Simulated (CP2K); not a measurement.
A self-consistent single point of FeAl (Pm-3m, 2 atoms in the cell) with CP2K.

Method of the run: PBEsol, GPW, DZVP-MOLOPT-SR-GTH basis, GTH-PBE potentials (GTH_POTENTIALS) in CP2K.

```yaml
crystal:
  lattice:
    - [2.91000, 0.00000, 0.00000]
    - [0.00000, 2.91000, 0.00000]
    - [0.00000, 0.00000, 2.91000]
  atoms:
    - { symbol: Al, position: [0.50000, 0.50000, 0.50000] }
    - { symbol: Fe, position: [0.00000, 0.00000, 0.00000] }
```

Reference input (self-consistent single point, DFT PBE, GPW, DZVP-MOLOPT-SR-GTH basis, GTH-PBE potentials (GTH_POTENTIALS)): CUTOFF = 600 Ry; REL_CUTOFF = 40 Ry; SMEAR/METHOD = FERMI_DIRAC; ELECTRONIC_TEMPERATURE = 1160.45 K; KPOINTS/SCHEME = MONKHORST-PACK 11 11 11; XC_FUNCTIONAL = PBE; Al/BASIS_SET = DZVP-MOLOPT-SR-GTH-q3; Al/POTENTIAL = GTH-PBE-q3; Fe/BASIS_SET = DZVP-MOLOPT-SR-GTH-q16; Fe/POTENTIAL = GTH-PBE-q16; METHOD = GPW; EPS_DEFAULT = 1e-11. This run's input differs from it in these lines:

```diff
@@ -42,3 +42,6 @@
     &XC
-      &XC_FUNCTIONAL PBE
+      &XC_FUNCTIONAL
+        &PBE
+          PARAMETRIZATION PBESOL
+        &END PBE
       &END XC_FUNCTIONAL
```

Log, with long lists cut:

```
 SCF WAVEFUNCTION OPTIMIZATION

  Step     Update method      Time    Convergence         Total energy    Change
     1 NoMix/Diag. 0.30E+00      -     1.68990434      -126.0172791006 -1.26E+02
     2 Broy./Diag. 0.30E+00      -     0.13955512      -124.4124168163  1.60E+00
     3 Broy./Diag. 0.30E+00      -     0.06577614      -127.3600172935 -2.95E+00
     4 Broy./Diag. 0.30E+00      -     0.03957455      -125.4845244955  1.88E+00
     5 Broy./Diag. 0.30E+00      -     0.00121283      -125.4644551514  2.01E-02
     6 Broy./Diag. 0.30E+00      -     0.00219695      -125.4939162877 -2.95E-02
     7 Broy./Diag. 0.30E+00      -     0.00002277      -125.4945656338 -6.49E-04
     8 Broy./Diag. 0.30E+00      -     0.00003952      -125.4942425392  3.23E-04
     9 Broy./Diag. 0.30E+00      -     0.00000060      -125.4940739500  1.69E-04
  *** SCF run converged in     9 steps ***

  Overlap energy of the core charge distribution:               0.00000000000001
  Self energy of the core charge distribution:               -206.24263665245761
  Core Hamiltonian energy:                                     57.13118957420884
  Hartree energy:                                              37.52429858367713
  Exchange-correlation energy:                                -13.90330703551363
  Electronic entropic energy:                                  -0.00361841962336
  Fermi energy:                                                 0.38560297450758

  Total energy:                                              -125.49407395000138
  Total energy (extrapolated to T->0):                       -125.49226474018970

                     Mulliken Population Analysis

   [... lines left out ...]

 STRESS| Analytical stress tensor [bar]
 STRESS|                        x                   y                   z
 STRESS|      x       -1.09924518914E+05   4.37830236127E-04   4.37829124861E-04
 STRESS|      y        4.37830236127E-04  -1.09924518914E+05   4.37832310549E-04
 STRESS|      z        4.37829124861E-04   4.37832310549E-04  -1.09924522494E+05
 STRESS| 1/3 Trace                                            -1.09924520108E+05
```

The run converged in 9 iterations. Against the reference run the pressure goes from -7.23 to -10.99 GPa.

The starting cell has typed, rounded lattice constants, without a prior relaxation at this level. Spin polarisation is off. Values carry the incompleteness of an atom-centred basis. The potentials were made for another functional than the one used. With a pressure of about -11 GPa the cell is away from its equilibrium volume at this level.

Cost on one core of a shared machine: roughly 2 min.
